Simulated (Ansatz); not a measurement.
Ga2O3 (model structure, started from the Al2S3 type, Cc, No. 9, 10 atoms in the cell) was calculated with HSE06 (plane waves, PAW; Ansatz, an electronic-structure program).

Run with plane-wave cutoff 460 eV, 6×6×6 k mesh, Fermi–Dirac smearing 0.01 eV, scalar-relativistic PAW data made under PBE.

Cell (relaxed with PBEsol):

```cif
data_Ga4O6
_chemical_formula_sum 'Ga4 O6'
_space_group_name_H-M_alt 'P 1'
_space_group_IT_number 1
_cell_length_a 5.60635
_cell_length_b 5.60635
_cell_length_c 5.24755
_cell_angle_alpha 111.090
_cell_angle_beta 111.090
_cell_angle_gamma 63.240
loop_
_space_group_symop_operation_xyz
  'x, y, z'
loop_
_atom_site_label
_atom_site_type_symbol
_atom_site_fract_x
_atom_site_fract_y
_atom_site_fract_z
_atom_site_occupancy
Ga1 Ga 0.94845 0.20087 0.47610 1
Ga2 Ga 0.20087 0.94845 0.97610 1
Ga3 Ga 0.63130 0.83636 0.57422 1
Ga4 Ga 0.83636 0.63130 0.07422 1
O1 O 0.03706 0.28287 0.87091 1
O2 O 0.28287 0.03706 0.37091 1
O3 O 0.93189 0.81453 0.89336 1
O4 O 0.81453 0.93189 0.39336 1
O5 O 0.49187 0.74177 0.81045 1
O6 O 0.74177 0.49187 0.31045 1
```

### Question
Predict the band gap and smallest direct gap on the k points sampled.

### Answer

- band gap: 4.16 eV (on the SCF k mesh) (indirect)
- smallest direct gap on the k points sampled: 4.33 eV

Note: the relaxation could raise the start's symmetry but not lower it, so the cell can be a saddle point; cell and atoms aren't relaxed at this level (largest force component 0.14 eV/Å, pressure -0.9 GPa).

Spin–orbit coupling is not included.

Computed values are for the static lattice.

Cost on a shared machine: very roughly 14 core-minutes.

A model structure was made by putting elements into a prototype or built by hand; it is no filed structure, need not be a known phase, and can be a saddle point held by its symmetry.
